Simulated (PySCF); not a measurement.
PySCF 2.14.0, WB97X/def2-svp, df: hexafluoroethane (FC(F)(F)C(F)(F)F), 8 atoms. The geometry is a generated start, not checked to be a minimum at this level.

| Quantity | Result |
|---|---|
| task | energy |
| method | wb97x |
| basis | def2-svp |
| two-electron scheme | density fitting |
| mol.max_memory | 3000 MB |
| mf.max_cycle | 100 |
| mf.init_guess | minao (default) |
| mf.DIIS | CDIIS (default) |
| mf.diis_space | 8 (default) |
| mf.conv_tol | 1e-09 (default) |
| mf.grids.level | 3 (default) |
| basis functions | 112 |
| grid points | 113808 |

```xyz
8

F      1.4007    -0.3039    -1.0215
C      0.7676    -0.0676     0.1212
F      1.2518     1.0510     0.6461
F      1.0212    -1.0684     0.9562
C     -0.7673     0.0662    -0.1219
F     -1.0199     1.0743    -0.9491
F     -1.2550    -1.0465    -0.6552
F     -1.3991     0.2948     1.0242
```

One run each on 2 threads, 1 BLAS thread. Values of level_shift (Hartree) tried: 0 (default), 0.1, 0.3, 1.

Q: Which value of level_shift (Hartree) needs the fewest Fock builds, and what happens away from it?

A: Fewest Fock builds, within one of each other: 0 (default) with 12, 0.1 with 12, 0.3 with 13. The count rises to 20 at 1. All converge to one solution.

```csv
level_shift (Hartree),Fock builds,end
0 (default),12,same solution
0.1,12,same solution
0.3,13,same solution
1,20,same solution
```
